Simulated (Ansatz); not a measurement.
A computed series for TiC: response to strain

Start from TiC in the rock salt structure (space group Fm-3m, No. 225; relaxed with 0.1 eV smearing).

```
TiC
1.0
    0.00000     2.14668     2.14668
    2.14668     0.00000     2.14668
    2.14668     2.14668     0.00000
Ti C
1 1
Direct
  0.00000   0.00000   0.00000
  0.50000   0.50000   0.50000
```

Cartesian axes are those of the cell as printed.

Strains are applied to the cell and any free atomic positions relax; under biaxial strain the out-of-plane vector relaxes too.

Calculations: Ansatz (a quantum-chemistry and plane-wave program) PBEsol, without spin-orbit coupling.

Notes on the quantities. energy relative to the base: free energy F.

| change | volume per atom | energy relative to the base |
|---|---|---|
| base | 9.89 Å³ | 0 meV/atom |
| biaxial strain −3.00 %, plane normal [001], relaxed out of plane | 9.44 Å³ | +38 meV/atom |
| biaxial strain −2.00 %, plane normal [001], relaxed out of plane | 9.59 Å³ | +17 meV/atom |
| biaxial strain −1.50 %, plane normal [001], relaxed out of plane | 9.66 Å³ | +9.1 meV/atom |
| biaxial strain −1.00 %, plane normal [001], relaxed out of plane | 9.74 Å³ | +4.0 meV/atom |
| biaxial strain −0.50 %, plane normal [001], relaxed out of plane | 9.82 Å³ | +1.0 meV/atom |
| biaxial strain +1.50 %, plane normal [001], relaxed out of plane | (withheld) | (withheld) |
| biaxial strain +2.00 %, plane normal [001], relaxed out of plane | (withheld) | +14 meV/atom |
| biaxial strain +2.50 %, plane normal [001], relaxed out of plane | 10.28 Å³ | (withheld) |
| biaxial strain +3.00 %, plane normal [001], relaxed out of plane | 10.36 Å³ | +31 meV/atom |

Task: What belongs in the blanks?

Result: 
- biaxial strain +1.50 %, plane normal [001], relaxed out of plane, volume per atom: 10.13 Å³
- biaxial strain +1.50 %, plane normal [001], relaxed out of plane, energy relative to the base: +8.2 meV/atom
- biaxial strain +2.00 %, plane normal [001], relaxed out of plane, volume per atom: 10.20 Å³
- biaxial strain +2.50 %, plane normal [001], relaxed out of plane, energy relative to the base: +22 meV/atom

Whether these cells are dynamically stable was not tested. The final runs are not spin-polarised.
